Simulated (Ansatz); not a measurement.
The starting structures come from a database of crystals and need not be the phases stable at ambient conditions.

By PBEsol, the system below comes out a metal.

Input:

```xyz
8
Lattice="4.8720 0.0000 0.0000 -0.9590 6.0260 0.0000 0.0000 1.1423 3.5301" Properties=species:S:1:pos:R:3 pbc="T T T"
Co     0.0000     0.0000     0.0000
Co     2.4360     0.0000     0.0000
Co     1.2105     3.2757     2.8398
Co     2.7025     3.8926     0.6903
Ge     3.6345     3.1460     2.8817
Ge     0.2785     4.0222     0.6484
Ge     2.6711     5.8352     2.0116
Ge     1.2420     1.3331     1.5185
```

Space group of this cell: C2/m. The cell is taken as given; by PBEsol its mean pressure is -1.4 GPa.

The current flows along the normal of the first two printed cell vectors. No spin-orbit coupling; the value is a mean over 0.1 eV about the Fermi level.

### Question
Compute, with PBEsol in Ansatz (a program for electronic structure), the ballistic conductance per area.

### Answer
0.90 × 10¹⁵ S/m² for both spins.
